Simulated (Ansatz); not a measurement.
# PbS, pressure series

The parent structure is PbS in the rock salt structure (space group Fm-3m, No. 225).

```
CELL_PARAMETERS angstrom
      0.00000     3.00452     3.00452
      3.00452     0.00000     3.00452
      3.00452     3.00452     0.00000
ATOMIC_POSITIONS crystal
  S  0.00000 0.00000 0.00000
  Pb 0.50000 0.50000 0.50000
```

Cell and atoms are relaxed at each pressure.

Level of theory: plane-wave PAW DFT at the PBE level (Ansatz, an electronic-structure program, 420 eV), no SOC, earlier PAW set.

```tsv
pressure (GPa)	volume per atom (Å³/atom)
-2	28.276
-1	27.671
0	27.122
3	25.781
50	?
75	16.390
100	15.226
```

Question: Fit the third-order Birch–Murnaghan form P(V) = (3B₀/2)[(V₀/V)^(7/3) − (V₀/V)^(5/3)]·[1 + (3/4)(B₀′ − 4)((V₀/V)^(2/3) − 1)] (squares taken in P) to the rows shown and predict the withheld row.

Answer: Least squares on the printed values gives V₀ = 27.131 Å³/atom, B₀ = 53.2 GPa, B₀′ = 4.1; this predicts 18.030 Å³/atom, and the run gives 18.071 Å³/atom, 0.041 higher.

The mesh was chosen for an insulator and is coarse for the gapless case. Load acts through the strain it causes; cell and atoms are relaxed under it. Stability against distortions was not tested. No other phases were tried under pressure. All final runs are without spin polarisation.
